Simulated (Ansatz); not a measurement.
rock-salt TaC (1 1 1) on wurtzite GaN (1 0 0) (film strained to the substrate, started from cuts of the bulks and a machine-learned relaxation; slabs Ga10N10 and C8Ta8, which can lie off the formulas)

A periodic stack without vacuum, rock-salt TaC (1 1 1) on wurtzite GaN (1 0 0) (film strained to the substrate, started from cuts of the bulks and a machine-learned relaxation; slabs Ga10N10 and C8Ta8, which can lie off the formulas): substrate slab Ga10N10, film C8Ta8, surface cells [[0, 1], [-1, 0]] and [[-1, 2], [-1, 0]], film strained by -4.3 and +1.7 %, outermost planes GaN/GaN and C/Ta as cut, which need not be the usual terminations and can put a slab off its formula.

The start was prepared with a machine-learned potential, and the result is one local minimum, with the in-plane cell held and forces under 0.04 eV/Å; the film can end far from its bulk form.

All values below come from PBE (plane waves to 420 eV, PAW; Ansatz, a quantum-chemistry and plane-wave program). Scalar-relativistic, without spin–orbit coupling; the runs are not spin-polarised; PBE gaps are too small against experiment. Its k-point mesh 6×10×1, Fermi–Dirac width 0.05 eV.

| Property | Result |
|---|---|
| interface area | 16.9 Å² |
| period | 25.48 Å |
| heights between the nearest atoms of the two slabs at the two interfaces | 1.02 and 1.90 Å |
| Ga–Ta contacts across the interfaces within 1.22 times the sum of covalent radii | 6, mean 3.03 Å |
| C–Ga contacts across the interfaces within 1.22 times the sum of covalent radii | 2, mean 2.05 Å |
| N–Ta contacts across the interfaces within 1.22 times the sum of covalent radii | 1, mean 1.90 Å |
| C–N contacts across the interfaces within 1.22 times the sum of covalent radii | 1, mean 1.27 Å |
| estimate of the barrier | withheld, since the two interfaces are unlike |
| slope of the mean potential energy in the substrate | -5.2 MV/cm × e |

```xyz
36
Lattice="5.2431 0.0000 -0.0173 0.0000 3.2185 -0.0164 2.0939 -1.4808 25.4767" Properties=species:S:1:pos:R:3 pbc="T T T"
Ga     2.3496     0.9560     0.9858
Ga     5.0650     0.9649     2.7775
N      4.4298     0.9560     0.9716
N      1.7964     0.9653     2.8543
Ga     2.4655     2.5791     3.7384
Ga     5.0910     2.5883     5.5740
N      4.4336     2.5791     3.7288
N      1.8225     2.5883     5.6068
Ga     2.4743     0.9837     6.5253
Ga     5.1038     0.9931     8.3777
N      4.4495     0.9838     6.5304
N      1.8361     0.9930     8.3951
Ga     2.4877     2.6069     9.2959
Ga     5.1201     2.6164    11.1702
N      4.4633     2.6072     9.3181
N      1.8469     2.6163    11.1662
Ga     2.5235     1.0115    12.0602
Ga     5.0511     1.0216    13.9962
N      4.4713     1.0119    12.1189
N      1.8173     1.0208    13.8807
C      4.9082    -0.5813    15.2668
C      2.3637     1.0270    15.0255
C      3.0389    -0.5680    17.9147
C      5.6445     1.0414    17.9059
C      6.5847    -0.5547    20.5250
C      3.9560     1.0545    20.5360
C      4.9029    -0.5415    23.1577
C      2.2345     1.0680    23.1947
Ta     3.8275     1.0344    16.5137
Ta     6.4292    -0.5738    16.7569
Ta     2.2315     1.0479    19.2172
Ta     4.8294    -0.5615    19.2027
Ta     5.7216     1.0613    21.8572
Ta     3.0836    -0.5479    21.8773
Ta     4.0252     1.0733    24.2555
Ta     6.6386    -0.5344    24.5513
```
